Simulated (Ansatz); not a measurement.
Relaxation of the outer planes of the (110) surface of zinc-blende BAs in its 1x1 cell (cut with top plane As + B, bottom plane As + B), outermost plane spacing 1.70 Å in the ideal cut.

The numbers are results of PBE (plane waves to 420 eV, PAW; Ansatz, an electronic-structure program), not measurements.

Model: 16-atom slab, As8B8, 11.9 Å thick at the start, 8x5x1 mesh, Fermi-Dirac 0.025 eV, dipole correction, all atoms relaxed; start symmetry kept, larger cells not searched; no spin, no spin-orbit, no U.

| plane | atoms | bulk spacing to the next (Å) | relaxed spacing (Å) | change (%) | rumpling (Å) |
|---|---|---|---|---|---|
| 1 | B + As | 1.700 | 1.584 | -6.8 | 0.55 (As outermost) |
| 2 | B + As | 1.700 | 1.709 | 0.5 | 0.01 |
